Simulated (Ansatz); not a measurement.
Take GaAs in the rock salt structure (space group Fm-3m, No. 225; a = 5.3148 Å; a hypothetical phase, not in the database extracts checked) as the base.

All numbers come from PBE-D3(BJ) in Ansatz (plane waves to 420 eV, PAW, without spin-orbit coupling).

Before the change:

| Item | Value |
|---|---|
| Lattice parameter a | 10.044 bohr |

The change: cell and atoms relaxed at a pressure of 7.5 GPa.

Predict the new lattice parameter a.

The lattice parameter a decreases by 0.2585 bohr to 9.785 bohr.

Load acts through the strain it causes; cell and atoms are relaxed under it. No phonon test of stability was made. Competing high-pressure phases were not computed. The base started in Pnma and relaxed to Fm-3m at this level. The final runs are not spin-polarised.

Ansatz is a first-principles code.
